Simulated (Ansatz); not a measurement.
# Effect of biaxial strain −3.00 %, plane normal [110], relaxed out of plane on C

Start from C in the diamond structure (space group Fd-3m, No. 227; a = 3.5603 Å). Axes: x, y, z lie along the cube axes.

Modification: compressive biaxial strain of 3.00 % in the plane normal to [110], as in epitaxy on a mismatched substrate; the out-of-plane cell vector and the atoms relax.

Method: Kohn–Sham DFT with the r2SCAN functional, run in Ansatz (a program for electronic structure) with PAW and 500 eV plane waves, spin-orbit coupling left out. k-mesh 16×16×16 (Γ-centred); smearing 0.05 eV (Fermi–Dirac).

```tsv
quantity	base	changed	shift
volume per atom	5.64 Å³	5.33 Å³	-0.31 Å³
energy relative to the base (free energy F)	0 meV/atom	+43 meV/atom	+43 meV/atom
pressure (mean of the normal stresses, compression positive)	0.00 GPa	28.62 GPa	+28.62 GPa
band gap	4.36 eV	3.88 eV	-0.486 eV
gap character	–	indirect, Γ → Γ–X (75 % along)	–
smallest direct gap	5.90 eV	5.48 eV	-0.42 eV
valence-band top at Γ (three highest levels, from the VBM)	0.00, 0.00, 0.00 eV	0.00, -0.18, -0.32 eV	–
valley order (the lowest conduction-band minima on the path, energy above the VBM, named in the base's zone)	a point along ⟨100⟩, about 1.3 Å⁻¹ from Γ 4.36 eV	a point along [001], about 1.3 Å⁻¹ from Γ 3.88 eV; a point along [100], about 1.3 Å⁻¹ from Γ 4.50 eV	–
out-of-plane strain	–	+0.46 %	–
ratio −ε⊥/ε∥	–	0.15	–
mean in-plane stress (compression positive)	–	+42.9 GPa	–
```

Cost of the whole job for the changed cell (relaxation, final SCF and bands): around 50 core-seconds (rough).

No phonon test of stability was made. k-point labels follow each cell's own Brillouin zone.
